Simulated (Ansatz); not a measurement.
ZnO in the wurtzite structure (space group P6_3mc, No. 186)

```cif
data_O2Zn2
_chemical_formula_sum 'Zn2 O2'
_space_group_name_H-M_alt 'P63mc'
_space_group_IT_number 186
_space_group_name_Hall 'P 6c -2c'
_cell_length_a 3.18693
_cell_length_b 3.18693
_cell_length_c 5.15257
_cell_angle_alpha 90.000
_cell_angle_beta 90.000
_cell_angle_gamma 120.000
loop_
_atom_site_label
_atom_site_type_symbol
_atom_site_symmetry_multiplicity
_atom_site_Wyckoff_symbol
_atom_site_fract_x
_atom_site_fract_y
_atom_site_fract_z
_atom_site_occupancy
Zn1 Zn 2 b 0.33333 0.66667 0.00179 1
O1 O 2 b 0.33333 0.66667 0.38021 1
```

Computed with LDA, PAW, 420 eV (Ansatz, an electronic-structure program; no SOC). Γ-centred 12×12×7 mesh, Fermi–Dirac width 0.05 eV.

```json
{
 "volume_per_atom": "11.33 Å³",
 "density": "5.97 g/cm³",
 "band_gap": "0.80 eV, direct at Γ",
 "electron_mass": "0.15 mₑ",
 "Lowest conduction-band minima above the VBM": "Γ 0.80 eV",
 "total_energy": "-1900.985 eV/atom (σ→0; compares only within this code and set-up)"
}
```

Effective masses come from finite differences of ±0.01 Å⁻¹. Stability against distortions was not tested.
